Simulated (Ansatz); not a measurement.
Consider Pt in the fcc (Cu type) structure (space group Fm-3m, No. 225; a = 3.942 Å; relaxed with 0.1 eV smearing). Axes: x, y, z lie along the cube axes.

Structures relaxed with Ansatz (a quantum-chemistry and plane-wave program), r2SCAN, PAW, cutoff 500 eV, without spin-orbit coupling.

Base:

Simulated powder pattern, Cu Kα, λ = 1.54184 Å (kinematic, ideal powder, no thermal factors, no anomalous dispersion; the 8 strongest lines at most, above 2 %, up to 2θ = 90°):

```json
[
 {"2θ (°)": "39.60", "I/Imax (%)": "100", "hkl": "(111)"},
 {"2θ (°)": "46.05", "I/Imax (%)": "49", "hkl": "(200)"},
 {"2θ (°)": "67.17", "I/Imax (%)": "33", "hkl": "(220)"},
 {"2θ (°)": "80.88", "I/Imax (%)": "40", "hkl": "(311)"},
 {"2θ (°)": "85.30", "I/Imax (%)": "12", "hkl": "(222)"}
]
```

After one change:

Simulated powder pattern, Cu Kα, λ = 1.54184 Å (kinematic, ideal powder, no thermal factors, no anomalous dispersion; the 8 strongest lines at most, above 2 %, up to 2θ = 90°):

```csv
2θ (°),I/Imax (%)
40.04,100
46.05,34
47.61,15
67.17,11
68.40,21
81.17,27
83.46,13
86.44,12
```

Problem. Which of these changes matches the shifts?
A. biaxial strain −0.31 %, plane normal [001], relaxed out of plane
B. uniaxial strain ε_xx = −3.09 %
C. biaxial strain +4.02 %, plane normal [110], relaxed out of plane
D. strain tensor (xx, yy, zz, yz, xz, xy) = (−0.54, +1.53, +0.24, +0.21, −0.21, +0.39) %

Solution. B, uniaxial strain ε_xx = −3.09 %. Its volume per atom is 14.84 Å³ against 15.31 Å³, and its space group is I4/mmm (No. 139).

A biaxial case was relaxed in a doubled cell and then solved in the primitive one. Whether these cells are dynamically stable was not tested. The final runs are not spin-polarised. Pt lies near a magnetic instability that expansion can trigger; it was not tested.
